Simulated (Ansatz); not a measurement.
AlBiO3 under a change: uniaxial strain ε_yy = +4.77 %

The parent structure is AlBiO₃ in the cubic perovskite structure (space group Pm-3m, No. 221; a = 3.7535 Å; a cell from a computed database, its experimental status unchecked). Axes: x, y, z lie along the cube axes.

Perturbation: the cell is stretched by 4.77 % along y with no lateral relaxation; the atoms relax in the strained cell.

Computed with Kohn–Sham DFT with the PBEsol functional, run in Ansatz (a first-principles code) with PAW and 420 eV plane waves, no SOC. Settings: 9×9×9 k-points, 0.05 eV Fermi–Dirac smearing.

```tsv
quantity	base	changed	shift
volume per atom	10.58 Å³	11.08 Å³	+0.50 Å³
space group	Pm-3m (No. 221)	P4/mmm (No. 123)	–
shortest interatomic distance	1.877 Å	1.877 Å	0.000 Å
energy relative to the base (free energy F)	0 meV/atom	+22 meV/atom	+22 meV/atom
band gap	1.54 eV	0.98 eV	-0.56 eV
gap character	–	indirect, M → X	–
smallest direct gap	1.91 eV	1.64 eV	-0.27 eV
electron mass	0.14 mₑ along k, 0.23 mₑ across (at X)	0.21 mₑ along x, 0.22 mₑ along y, 0.13 mₑ along z (at X)	–
valley order (the lowest conduction-band minima on the path, energy above the VBM, named in the base's zone)	X along ⟨100⟩ 1.54 eV; a point along ⟨111⟩, about 0.7 Å⁻¹ from Γ 2.49 eV	X along [001] 0.98 eV; X along [010] 1.41 eV	–
stress (xx, yy, zz, yz, xz, xy; compression positive)	–	(-5.60, -13.13, -5.60, 0.00, 0.00, 0.00) GPa	–
```

Final structure:

```xyz
5
Lattice="3.7535 0.0000 0.0000 0.0000 3.9325 0.0000 0.0000 0.0000 3.7535" Properties=species:S:1:pos:R:3 pbc="T T T"
Al     1.8767     1.9663     1.8767
Bi     0.0000     0.0000     0.0000
O      1.8767     0.0000     1.8767
O      0.0000     1.9663     1.8767
O      1.8767     1.9663     0.0000
```

Spin-orbit coupling, missing from the scalar runs, can matter with Bi. Effective masses come from finite differences of ±0.01 Å⁻¹. Along k means along the line from Γ to the band edge. Stability against distortions was not tested. Many cubic perovskites are stable only at high temperature; tilts and polar distortions were not tested. k-point labels follow each cell's own Brillouin zone.
